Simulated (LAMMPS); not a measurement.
LAMMPS 22 Jul 2025, classical MD, Vashishta (SiC.vashishta): SiC, 2744 atoms.

```
Item                                                                                              Result
-----------------------------------------------  -------------------------------------------------------
task                                                                                             MD, nve
potential                                                                       Vashishta, SiC.vashishta
copies of the repeat unit                                                                          7×7×7
shape (slab and sphere leave vacuum in the box)                                                     bulk
neighbor skin                                                                                        2 Å
neigh_modify                                                                   every 1 delay 0 check yes
newton                                                                                      on (default)
atom_modify sort (bins of 2 Å where set)                                                  1000 (default)
comm_style                                                                               brick (default)
box                                                                                 30.5 × 30.5 × 30.5 Å
start                                            generated zinc blende lattice, warmed in an untimed run
```

All runs start from one configuration, warmed at this fixed volume for 1000 steps under a thermostat at 100 K. The run at the shortest step has a mean temperature of 102 K and a mean pressure of 0.4 GPa.

Each run covers about 2.0 ps at constant energy (mean temperature 102 K at the shortest step); σ is the standard deviation over the printed steps. Single runs; times are not shown.

Steps tried: 0.5 fs, 1 fs, 2 fs, 2.5 fs, 4 fs, 5 fs, 8 fs, 10 fs, 16 fs, 20 fs, 32 fs.

What is the longest step at which the total energy fluctuates by under 5 % of the kinetic energy's fluctuation?

2.5 fs. The run fails or blows up at 10 fs, 16 fs, 20 fs, 32 fs.

```
time step  σ(E total)/σ(E kinetic)  last minus first total energy (meV/atom)  mean temperature (K)
---------  -----------------------  ----------------------------------------  --------------------
0.5 fs                      0.0013                               under 0.001                   102
1 fs                        0.0051                               under 0.001                   102
2 fs                         0.021                                   +0.0054                   102
2.5 fs                       0.033                                   +0.0070                   101
4 fs                         0.085                                    +0.055                  99.0
5 fs                          0.15                                     +0.14                  97.1
8 fs                           2.6                                      +9.6                  99.2
10 fs            stops: Lost atoms                                         —                     —
16 fs            stops: Lost atoms                                         —                     —
20 fs            stops: Lost atoms                                         —                     —
32 fs            stops: Lost atoms                                         —                     —
```

The bar is a choice.
